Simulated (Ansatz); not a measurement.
Take BaTiO$_{3}$ (space group P4mm, No. 99; a = 3.9554 Å, c = 4.0442 Å) as the base.

Calculations: Ansatz (a quantum-chemistry and plane-wave program) PBEsol, without spin-orbit coupling.

Before the change:

```
Item                             Result
-------------------  ------------------
Magnetic state       not spin-polarised
Lattice parameter a             3.955 Å
```

Now apply this change: Ca takes the place of Ti on all its sites; the structure is relaxed again.

Tabulated Pauling electronegativity and covalent radius: Ti 1.54, 1.60 Å; Ca 1.00, 1.76 Å.

Q: How does this affect the magnetic state and lattice parameter a?

A: The magnetic state changes from not spin-polarised to ferromagnetic; the lattice parameter a goes up by 0.410 Å to 4.365 Å.

Other magnetic orders, which the real material may have, were not ruled out. Stability against distortions was not tested. As relaxed here, BaCaO3 is a hypothetical phase, not in the database extracts checked. Spin-polarised in the final run: BaCaO3; the other runs are not.
